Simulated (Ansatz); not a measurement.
# Quick settings and what they miss: Lu (P6_3/mmc, 2 atoms in the cell)

Self-consistent single point.

```yaml
crystal:
  lattice:
    - [3.45050, 0.00000, 0.00000]
    - [-1.72525, 2.98822, 0.00000]
    - [0.00000, 0.00000, 5.34152]
  atoms:
    - { symbol: Lu, position: [0.33333, 0.66667, 0.25000] }
    - { symbol: Lu, position: [0.66667, 0.33333, 0.75000] }
```

Computed with PBE (plane waves, PAW; Ansatz, an electronic-structure program).

Base settings: basis.ecutwfc = 420 eV; kpoints.mp_grid.grid = 8 8 4; hamiltonian.xc = pbe; hamiltonian.pseudopotentials = {kind: paw} (the program's default PAW files); scf.occupations.method = fermi_dirac; scf.occupations.width = 0.136 eV.

Tight run (finer mesh or higher cutoff; not a proven limit): basis.ecutwfc: 420 eV → 590 eV; kpoints.mp_grid.grid: 8 8 4 → 11 11 6; scf.convergence.dr2_threshold: default (1e-07 eV) → 1e-09 eV. It gave Fermi level (on the code's own zero) 14.59 eV; pressure 3.02 GPa.

Quick runs, as changes from the base:
- A: the base itself
- B: basis.ecutwfc: 420 eV → 335 eV; kpoints.mp_grid.grid: 8 8 4 → 6 6 6

Energies are extrapolated to zero smearing width, which holds to low order in the width alone.

The count of work is k-points × plane waves × bands × iterations; it is no time. 

Pressures in the table are Ansatz's without its Pulay estimate, at a fixed set of plane waves; the tight run's value above holds the estimate.

The starting cell comes from a database of computed structures (which also holds hypothetical and non-ambient phases and stackings), without a prior relaxation at this level. Its lattice was rescaled by a random factor within 2.5 % of one. In the base run, with a pressure of about 3 GPa the cell is away from its equilibrium volume at this level.

```csv
run,energy less tight (meV/atom),pressure less tight (GPa),count of work / tight
A,-1.0,-0.05,0.28
B,-0.9,-0.32,0.14
```

Among the runs at the tight run's level, the energy misses run from 0.9 to 1.0 meV/atom.

Left out of this page: 3 runs of the series unsound by tests on forces, stress, charge or solver warnings; 1 run of the series with a known weakness of the program.

Keys are those of Ansatz 0.2.
